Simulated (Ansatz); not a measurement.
Results of r²SCAN (plane waves, PAW; Ansatz, a quantum-chemistry and plane-wave program) for BSiCN (model structure, started from the AlSiCN type, P3m1, No. 156, 4 atoms in the cell).

Run with plane-wave cutoff 560 eV, 12×12×8 k mesh (along the axes of the cell as run), Fermi–Dirac smearing 0.01 eV, scalar-relativistic PAW data made under PBE.

Computed at the level's own relaxed cell.

```yaml
crystal:
  lattice:
    - [2.86735, 0.00000, 0.00000]
    - [-1.43367, 2.48320, 0.00000]
    - [0.00000, 0.00000, 4.62964]
  atoms:
    - { symbol: B, position: [0.33333, 0.66667, 0.49028] }
    - { symbol: Si, position: [0.66667, 0.33333, 0.00251] }
    - { symbol: C, position: [0.33333, 0.66667, 0.14444] }
    - { symbol: N, position: [0.66667, 0.33333, 0.61277] }
```

Task: List the 9 lowest band energies at Γ above −25 eV (eV, relative to the valence band maximum), grouping those that round alike.

Result: At Γ: -19.23, -14.68, -10.25, -2.74 (×2), -1.10, 0.00 (×2), 4.21.

Note: the relaxation could raise the start's symmetry but not lower it, so the cell can be a saddle point.

A model structure was made by putting elements into a prototype or built by hand; it is no filed structure, need not be a known phase, and can be a saddle point held by its symmetry.
